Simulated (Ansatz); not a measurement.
Nb₃Si (Pm-3m, No. 221, 4 atoms in the cell; start mp-1004)

These are PBEsol in Ansatz (plane waves, PAW) values and carry that method's errors.

Numerical settings: plane-wave cutoff 500 eV, 10×10×10 k mesh, Fermi–Dirac smearing 0.05 eV, no spin polarisation, scalar-relativistic PAW data made under PBE.

Cell (relaxed at this level):

```cif
data_Nb3Si
_chemical_formula_sum 'Nb3 Si1'
_space_group_name_H-M_alt 'P 1'
_space_group_IT_number 1
_cell_length_a 4.02805
_cell_length_b 4.02805
_cell_length_c 4.02805
_cell_angle_alpha 90.000
_cell_angle_beta 90.000
_cell_angle_gamma 90.000
loop_
_space_group_symop_operation_xyz
  'x, y, z'
loop_
_atom_site_label
_atom_site_type_symbol
_atom_site_fract_x
_atom_site_fract_y
_atom_site_fract_z
_atom_site_occupancy
Nb1 Nb 0.00000 0.50000 0.50000 1
Nb2 Nb 0.50000 0.00000 0.50000 1
Nb3 Nb 0.50000 0.50000 0.00000 1
Si1 Si 0.00000 0.00000 0.00000 1
```

* **band gap**: zero (no gap)

Note: the relaxation could not lower the start's symmetry, so the cell can be a saddle point above a distorted one.

Spin–orbit coupling is not included.

Static lattice: no zero-point or thermal effects.

It cost very roughly 30 core-seconds of CPU time.

A start named mp-… is a Materials Project structure, which need not be a measured phase.

Ansatz is an electronic-structure program.
